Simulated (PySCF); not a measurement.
PySCF 2.14.0, HF/def2-svpd, df: Mg(F)(Cl) ([F][Mg][Cl]), 3 atoms. The geometry is a generated start, not checked to be a minimum at this level.

```
Property                      Result
-------------------  ---------------
task                          energy
method                            hf
basis                      def2-svpd
two-electron scheme  density fitting
mol.max_memory               3000 MB
mf.max_cycle                     100
mf.init_guess        minao (default)
mf.DIIS              CDIIS (default)
mf.diis_space            8 (default)
mf.conv_tol          1e-09 (default)
basis functions                   71
```

```xyz
3

Mg     0.1538    -0.0716    -0.0007
F      1.5395    -0.0107    -0.9763
Cl    -1.6933     0.0823     0.9770
```

One run each on 2 threads, 1 BLAS thread. Values of level_shift (Hartree) tried: 0 (default), 0.1, 0.3, 1.

Which value of level_shift (Hartree) needs the fewest Fock builds, and what happens away from it?

Fewest Fock builds, within one of each other: 0 (default) with 11, 0.1 with 12. The count rises to 26 at 1. All converge to one solution.

```tsv
level_shift (Hartree)	Fock builds	end
0 (default)	11	same solution
0.1	12	same solution
0.3	15	same solution
1	26	same solution
```
